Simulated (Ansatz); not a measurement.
Adsorption energy and surface dipole of N on the 1x1 (0001) surface of hcp Co, ferromagnetic, one in a 2x1 cell, started at the site 'bridge Co-Co (span 2.5 Å)', worked from the runs' numbers; total energies count from the potentials' own zero.

These are PBE (plane waves to 420 eV, PAW; Ansatz, an electronic-structure program) values and carry that method's errors.

Set-up: 9 atoms, 6.0 Å thick at the start under the adsorbate (thin: gaps and levels are the slab's own); mesh 7x14x1; 0.1 eV smearing; dipole correction on; 4 atoms held, the rest relaxed; symmetry of the start imposed; spin-polarised, no spin-orbit, no U, no dispersion correction. At the end it is bonded to 3 Co. In PBE it is, or lies within 0.03 eV of, the lowest of the starts that converged.

| quantity | value |
|---|---|
| slab with the adsorbate | -41390.267 eV |
| clean slab, same cell and mesh | -41006.349 eV |
| reference, ½ N2(g) | -384.013 eV |
| area of the cell | 10.76 Å² |
| change of the step from the bottom to the top vacuum level | 1.166 eV |

Problem. What is the adsorption energy against this reference?

Solution. E(slab + adsorbate) − E(slab) − E(reference) = 0.10 eV, so in this state the adsorbate is less stable than in the reference, at a coverage of 9.29 a nm².

Problem. What dipole does adsorption add to the slab along the outward normal (Helmholtz relation, ε₀ = 0.005526 e/(V·Å))?

Solution. p = −ε₀·A·ΔV = -0.069 e·Å = -0.33 D; its negative end points to the vacuum, which raises the vacuum level.
